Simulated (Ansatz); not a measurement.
**CrI3 with two functionals, pressure 1.5 GPa**

The reference is CrI3 in the BiI3 type structure (space group R-3, No. 148; a = 6.818 Å, c = 19.476 Å (hexagonal axes); ferromagnetic; layered, stacked along the Cartesian z axis).

(Cell as relaxed with PBE-D3(BJ).)

Levels (all Ansatz, a first-principles code, PAW, earlier PAW set): PBE-D3(BJ) (420 eV, no spin-orbit coupling); PBEsol-D3(BJ) (420 eV, scalar-relativistic without spin-orbit coupling).

Each level relaxes its own structure.

```
base                 PBE-D3(BJ)  PBEsol-D3(BJ)
-------------------  ----------  -------------
volume per atom        32.67 Å³       29.77 Å³
lattice parameter a     6.818 Å        6.656 Å
band gap                1.09 eV        0.94 eV
largest site moment     2.92 μB        2.85 μB
```

The change: cell and atoms relaxed at a pressure of 1.5 GPa.

| quantity | PBE-D3(BJ) | PBEsol-D3(BJ) |
|---|---|---|
| volume per atom | 30.49 Å³ | ? |
| shift of the gap caused by the change | -0.09 eV | ? |
| gap character | indirect, Γ → T | ? |
| c/a ratio | 2.805 | ? |
| band gap | 1.00 eV | ? |

Question: What does PBEsol-D3(BJ) give?

Answer: 
- volume per atom, PBEsol-D3(BJ): 28.29 Å³
- shift of the gap caused by the change, PBEsol-D3(BJ): -0.13 eV
- gap character, PBEsol-D3(BJ): indirect, Γ → T
- c/a ratio, PBEsol-D3(BJ): 2.775
- band gap, PBEsol-D3(BJ): 0.81 eV

PBE-D3(BJ)'s volume per atom lies 2.20 Å³ above PBEsol-D3(BJ)'s (7.8 %); PBE-D3(BJ)'s shift of the gap caused by the change lies 0.04 eV above PBEsol-D3(BJ)'s; PBE-D3(BJ)'s c/a ratio lies 0.0308 above PBEsol-D3(BJ)'s; PBE-D3(BJ)'s band gap lies 0.19 eV above PBEsol-D3(BJ)'s; the two agree on the gap character. Neither level is exact; PBEsol-D3(BJ) is the comparison here, not a measurement.

Other magnetic orders, which the real material may have, were not ruled out. With I present, leaving out spin-orbit coupling can change the band edges. Load acts through the strain it causes; cell and atoms are relaxed under it. No phonon test of stability was made.
